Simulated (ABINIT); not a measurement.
**Short convergence ladders for a (001) slab of Al (cut from a parent of space group no. 225; 4 atoms in the cell)**

```xyz
4
Lattice="2.8724 0.0000 0.0000 -2.8724 2.8724 0.0000 0.0000 0.0000 20.0933" Properties=species:S:1:pos:R:3 pbc="T T T"
Al     0.0000     0.0000     9.0311
Al    -1.4362     1.4362     7.0000
Al     0.0000     0.0000    13.0933
Al    -1.4362     1.4362    11.0622
```

Base method: PBEsol, norm-conserving pseudopotentials (PseudoDojo nc-sr-04 PBEsol standard) (plane waves; ABINIT).

Base settings: pseudos = [Al.upf]; ecut = 544 eV; occopt = 7; tsmear = 0.00367493 Ha; ngkpt = 7 7 1; nshiftk = 1; shiftk = 0 0 0; potentials = PseudoDojo nc-sr-04 PBEsol standard; nband = 11; kptopt = 1.

The count of work is k-points × plane waves × bands × iterations; it is no time. 

**The vacuum**

The mesh stays at the base's, so the ladder's end is converged at best in this setting alone.

Only quantities that move along the ladder and can be compared are tabulated.

| vacuum between outermost atoms (Å) | free energy less the last step's (meV/atom) | largest difference of a force vector from the last step's (eV/Å) | count of work / last |
|---|---|---|---|
| 3.0 | -120.71 | 0.420 | 0.11 |
| 4.0 | -51.14 | 0.292 | 0.14 |
| 5.0 | -24.96 | 0.187 | 0.17 |
| 6.0 | -9.23 | 0.079 | 0.18 |
| 7.0 | -3.26 | 0.026 | 0.22 |
| 8.0 | -1.13 | 0.008 | 0.26 |
| 10.0 | -0.12 | 0.001 | 0.30 |
| 14.0 | 0.00 | 0.000 | 0.83 |
| 17.0 | 0.00 | 0.000 | 0.71 |
| 20.0 | 0.00 | 0.000 | 0.84 |
| 25.0 | 0.00 | 0.000 | 1.0 |

Smallest vacuum between outermost atoms (Å) that holds the free energy within 1 meV/atom of the last step, with all finer ones: 10.0, at 0.30 of the last step's count of work; the step before is off by 1.1 meV/atom.

Smallest vacuum between outermost atoms (Å) that holds the forces within 0.005 eV/Å of the last step, with all finer ones: 10.0, at 0.30 of the last step's count of work; the step before is off by 0.008 eV/Å.

**The plane-wave cutoff**

The mesh stays at the base's, so the ladder's end is converged at best in this setting alone.

Only quantities that move along the ladder and can be compared are tabulated.

```tsv
ecut	free energy less the last step's (meV/atom)	count of work / last
327 eV	24.31	0.18
381 eV	12.51	0.22
544 eV	0.42	0.38
1088 eV	0.00	1.0
```

Coarsest ecut that holds the free energy within 2 meV/atom of the last step, with all finer ones: 544 eV, at 0.38 of the last step's count of work; the step before is off by 13 meV/atom.

On the base run: the starting cell has typed, rounded lattice constants, without a prior relaxation at this level. The slab is cut from that crystal, and its faces are unrelaxed. Its lattice was rescaled by up to half a per cent.

Left out of this page: 6 runs of the series failed or unconverged; 1 run of the series outside the window shown, repeating another row's setting, or not comparable.
